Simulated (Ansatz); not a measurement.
The starting structures come from a database of crystals and need not be the phases stable at ambient conditions.

 Where the default PAW files enter, the runs use the earlier of Ansatz's two default sets.

Tunnelling through a barrier is set by its complex band structure: the current falls as exp(−2κd) with the smallest κ.

```xyz
4
Lattice="4.6112 0.0000 0.0000 2.3056 3.9934 0.0000 2.3056 1.3311 7.5066" Properties=species:S:1:pos:R:3 pbc="T T T"
Mg     4.6112     2.6623     3.7348
Cd     6.9168     3.9934     0.0114
Te     6.9168     3.9934     2.8514
Te     4.6112     2.6623     6.5392
```

Space group of this cell: R3m. The cell is taken as given; by LDA its mean pressure is -2.2 GPa.

Transport runs along the normal of the first two printed cell vectors, the (001) plane of the conventional cell.

No gap correction and no spin-orbit coupling; mid-gap values are interpolated between computed energies.

### Question
State the band gap and the smallest decay constant κ at mid-gap according to LDA (Ansatz, a program for electronic structure).

### Answer
Gap 1.08 eV on a 8×8×8 mesh; κ = 0.086 1/Å, at the zone centre.
